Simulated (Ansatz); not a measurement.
We look at the energy of the reaction as written. Reaction: 8 C (graphite) → cell A. Negative: the products are lower in energy.

Cell A: a slab of composition C8, 8 atoms, square cell of 3.45 Å (11.9 Å²), symmetry P4/mmm, 3.3 Å thick under 14 Å of vacuum, in-plane vectors relaxed; planes from bottom to top: C4 × 2; a model cell; spin state with PBE: run without spin, k-point mesh 10×10×1.
```xyz
8
Lattice="3.4473 0.0000 0.0000 0.0000 3.4473 0.0000 0.0000 0.0000 17.6000" Properties=species:S:1:pos:R:3 pbc="T T T"
C      2.7614     1.7236     7.1342
C      0.6859     1.7236     7.1342
C      1.7236     2.7614     7.1342
C      1.7236     0.6859     7.1342
C      2.7614     1.7236    10.4658
C      0.6859     1.7236    10.4658
C      1.7236     2.7614    10.4658
C      1.7236     0.6859    10.4658
```

Reference: C (graphite, P6₃/mmc), 4 atoms in the cell, k-point mesh 18×18×6 on the run's own vectors. Conventional cell: a = 2.465 Å, b = 2.465 Å, c = 6.741 Å, α = 90.00°, β = 90.00°, γ = 120.00°.

Computed with Ansatz (plane waves, PAW), its PAW set soft_1, cutoff 420 eV, 500 eV for r2SCAN. The structures are at rest with PBE+D3(BJ); other levels are single points on them. Neutral cells; Fermi-Dirac smearing of at most 0.05 eV in the solids, energies taken to zero width. The lattices are those relaxed with PBE+D3(BJ), so at other levels the solids can be strained, which adds to the spread. A dispersion term (D3(BJ), or D4 for r2SCAN) was computed beside these levels and is taken off wherever the name lacks it. No zero-point or thermal terms. Cells are local rest points, mostly with their start's symmetry. No correction for cell size. Cell A has symmetry P4/mmm and got no random move, so less symmetric positions, which may lie lower, weren't tried.

Problem. What value does r2SCAN give?

Solution. 4.55 eV, for 8 C (graphite) → cell A.

Problem. List the value at the remaining levels and say how far they part.

Solution. 
```json
[
 {"Functional": "PBE", "value (eV)": "4.05", "less r2SCAN": "-0.50"},
 {"Functional": "PBE+D3(BJ)", "value (eV)": "4.51", "less r2SCAN": "-0.04"},
 {"Functional": "r2SCAN+D4", "value (eV)": "4.77", "less r2SCAN": "0.22"}
]
```

The levels span 0.72 eV, from PBE (4.05) to r2SCAN+D4 (4.77).

Ansatz is a quantum-chemistry and plane-wave program.
